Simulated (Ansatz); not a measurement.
## Ge, element substitutions

Take Ge in the diamond structure (space group Fd-3m, No. 227) as the base.

```
CELL_PARAMETERS angstrom
      0.00000     2.83720     2.83720
      2.83720     0.00000     2.83720
      2.83720     2.83720     0.00000
ATOMIC_POSITIONS crystal
  Ge 0.50000 0.50000 0.50000
  Ge 0.75000 0.75000 0.75000
```

Each row replaces one element on all its sites; cell and atoms are relaxed.

Method: Kohn–Sham DFT with the r2SCAN functional, run in Ansatz (a quantum-chemistry and plane-wave program) with PAW and 500 eV plane waves, no spin-orbit coupling.

```
case     band gap  lattice parameter a
-------  --------  -------------------
base      0.36 eV          10.723 bohr
Ge → Zn      zero          10.749 bohr
Ge → Cd      zero          12.319 bohr
Ge → Si   0.78 eV          10.288 bohr
Ge → C    4.36 eV           6.728 bohr
```

Stability against distortions was not tested. As relaxed here, Zn and Cd are hypothetical phases, not in the database extracts checked.
